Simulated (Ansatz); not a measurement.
## tetragonal WSi2 (1 1 0) on zinc-blende InSb (1 1 1) (film strained to the substrate, faces as cut)

A periodic stack without vacuum, tetragonal WSi2 (1 1 0) on zinc-blende InSb (1 1 1) (film strained to the substrate, faces as cut): substrate slab In4Sb4, film Si8W4, surface cells [[0, -1], [1, -1]] and [[-1, -1], [0, -1]], film strained by +2.8 and +3.3 %, faces Sb/In and SiW/SiW as cut (like faces can put a slab off its formula).

The start was prepared with a machine-learned potential, and the result is one local minimum, with the in-plane cell held and forces under 0.04 eV/Å; the film can end far from its bulk form.

Calculation: PBE (plane waves to 420 eV, PAW; Ansatz, a program for electronic structure). Scalar-relativistic, without spin–orbit coupling; the runs are not spin-polarised. Its k-point mesh 8×8×1, Fermi–Dirac width 0.05 eV.

| Quantity | Value |
|---|---|
| interface area | 19.1 Å² |
| period | 25.34 Å |
| gaps between the outermost planes at the two interfaces | 2.36 and 2.08 Å |
| In–Si contacts across the interfaces within 1.22 times the sum of covalent radii | 2, mean 3.07 Å |
| Sb–W contacts across the interfaces within 1.22 times the sum of covalent radii | 2, mean 3.19 Å |
| Sb–Si contacts across the interfaces within 1.22 times the sum of covalent radii | 2, mean 2.59 Å |
| In–W contacts across the interfaces within 1.22 times the sum of covalent radii | 1, mean 2.67 Å |
| slope of the mean potential energy in the substrate | -3.1 MV/cm × e |

```yaml
crystal:
  lattice:
    - [4.69043, -0.00142, 0.17620]
    - [2.34241, 4.06259, 0.19242]
    - [1.37164, 0.66037, 25.43809]
  atoms:
    - { symbol: In, position: [0.71167, 0.07920, 0.14942] }
    - { symbol: In, position: [0.01660, 0.37829, 0.30137] }
    - { symbol: In, position: [0.29360, 0.63563, 0.45211] }
    - { symbol: In, position: [0.59872, 0.12448, 0.59612] }
    - { symbol: Sb, position: [0.92176, 0.21744, 0.04026] }
    - { symbol: Sb, position: [0.03383, 0.40203, 0.18805] }
    - { symbol: Sb, position: [0.33682, 0.69945, 0.33929] }
    - { symbol: Sb, position: [0.61498, 0.95901, 0.49149] }
    - { symbol: Si, position: [0.89210, 0.62629, 0.68923] }
    - { symbol: Si, position: [0.23522, 0.95488, 0.68907] }
    - { symbol: Si, position: [0.86864, 0.10896, 0.77859] }
    - { symbol: Si, position: [0.19970, 0.44379, 0.77871] }
    - { symbol: Si, position: [0.83215, 0.58190, 0.86887] }
    - { symbol: Si, position: [0.17241, 0.91452, 0.86907] }
    - { symbol: Si, position: [0.79722, 0.02138, 0.95824] }
    - { symbol: Si, position: [0.15534, 0.40022, 0.95543] }
    - { symbol: W, position: [0.56188, 0.30714, 0.69384] }
    - { symbol: W, position: [0.53371, 0.77758, 0.77967] }
    - { symbol: W, position: [0.50682, 0.24693, 0.86725] }
    - { symbol: W, position: [0.46410, 0.72886, 0.95520] }
```
